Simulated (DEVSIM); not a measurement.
Device: Cr/SiO2/p-Si capacitor, at 300 K.

```
layer (left to right)  material  thickness (nm)  Na (cm⁻³)
---------------------  --------  --------------  ---------
1                          SiO2            2.00          -
2                            Si            1900     8.8e16
```

Metal gate on the left, work function 4.5 eV. Fixed charge at the semiconductor interface 0 cm⁻² (in units of +e); no interface traps.

The device is made up for the run: typed textbook-type constants, with dimensions and the other settings drawn at random. Values at 300 K.

| parameter | SiO2 | Si |
|---|---|---|
| gap (eV) | 9 | 1.124 |
| affinity (eV) | 0.9 | 4.05 |
| permittivity | 3.9 | 11.7 |
| Nc (cm⁻³) | - | 2.86e19 |
| Nv (cm⁻³) | - | 3.1e19 |

Model (solved in DEVSIM): 1D Poisson equation in equilibrium, Boltzmann statistics, complete ionisation; no quantum confinement or tunnelling. Metal contacts follow the ideal Schottky-Mott rule: no Fermi-level pinning, no interface dipoles.

The substrate doping was swept, all else fixed.

```tsv
substrate doping (cm^-3)	minimum of the low-frequency capacitance (μF/cm²)	threshold voltage (band bending 2φF) (V)	flat-band voltage (V)
4.4e15	0.0266	0.24	-0.44
8.8e15	0.0365	0.27	-0.46
1.8e16	?	?	-0.48
4.4e16	0.0736	0.34	-0.50
8.8e16	0.0991	0.39	-0.52
1.8e17	0.136	0.45	-0.54
```

Fill in the missing entries.


- 1.8e16, minimum of the low-frequency capacitance (μF/cm²): 0.0489
- 1.8e16, threshold voltage (band bending 2φF) (V): 0.30
